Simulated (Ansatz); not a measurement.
Consider YN in the rock salt structure (space group Fm-3m, No. 225; a = 4.820 Å). Axes: x, y, z lie along the cube axes.

The values are results of LDA (Ansatz, an electronic-structure program), no SOC, not measurements.

Before the change:

The pressure is 0.0 GPa and the shortest interatomic distance comes out as 2.410 Å.

The change: compressive biaxial strain of 0.42 % in the plane normal to [111], as in epitaxy on a mismatched substrate; the out-of-plane cell vector and the atoms relax.

Q: Estimate the effect on the energy relative to the base.

A: The energy grows by 0.6 meV/atom.

Q: What happens to the pressure?

A: The pressure (mean of the normal stresses, compression positive) goes from zero to 1.1 GPa.

Q: Estimate the effect on the shortest interatomic distance.

A: The shortest interatomic distance decreases by 0.005 Å, from 2.410 Å to 2.405 Å.

Stability against distortions was not tested. The final runs are not spin-polarised. Gaps under 0.05 eV, about the width of the smearing, are given as zero.
